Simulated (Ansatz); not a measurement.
# Al: energy against volume

Al (fcc, Fm-3m, 15.795 Å³/atom and stress up to 0.01 GPa in the relaxed cell, cube axes along x, y and z) under hydrostatic pressure, with the cell free. LDA in Ansatz, a plane-wave DFT program (PAW, default set), 420 eV, 20×20×20 Γ-centred mesh, Fermi-Dirac smearing 0.05 eV.

Here V stands for volume and E for E less E0.

```csv
volume (Å³/atom),E less E0 (meV/atom),pressure (GPa)
16.2029,2.60,-1.99
15.9901,0.62,-0.99
15.7945,0.00,0.00
15.6303,0.44,0.89
15.4230,2.33,2.08
15.0472,9.92,4.50
14.4631,?,?
```

**Question.** Using the third-order Birch-Murnaghan form, a cubic in V^(-2/3), estimate the missing E at V = 14.4631 from the other rows, showing the fit.

**Answer.** With u = V^(-2/3) - 0.1597, the rows have u = -0.0035274, -0.0021449, -0.0008468, 0.0002638, 0.0016940, 0.0043701. Least squares gives E = 0.255 + 606.2·u + 363502·u² + 883655·u³. Residuals (row less fit): -0.001, 0.002, -0.002, 0.000, 0.001, 0.000; standard error 0.002 (degrees of freedom: 2). Its minimum lies at u = -0.0008364, so V0 = (0.1588636)^(-3/2) = 15.79. There d²E/du² = 722600 and d³E/du³ = 5302000, so B0 = (4/9) × 15.79^(-7/3) × 722600 × 0.160218 = 82.2 GPa (the last factor turns the table's units into GPa), and B0' = 4 + (2/3) × 0.1588636 × (5302000)/722600 = 4.8. B0' rests on the cubic coefficient alone and has a standard error of 0.1 from these residuals. At the withheld row, u = 0.0087583, so E = 0.255 + 606.2 × 0.0087583 + 363502 × 0.0087583² + 883655 × 0.0087583³ = 34.041 meV/atom. The calculation gives 34.06 meV/atom, 0.019 meV/atom above the prediction (0.1 % of the range of E in the table). The row lies outside the fitted rows, so this is an extrapolation. The scatter of the fitted rows lies at the last printed digit.

In a metal these values are sensitive to mesh and smearing; energies are taken to zero smearing, stresses follow the free energy. Other structures, which can take over under pressure, weren't tried. The same form fitted to the pressure column gives B0' = 4.7; series where the two differ by over 0.4 aren't shown. Rows are the converged runs of the series near zero and its far end, less any whose ions stayed unrelaxed beside relaxed ones; series whose fitted rows scatter by over a few per cent of the range, as at a crossing or softening among them, aren't shown in this form.
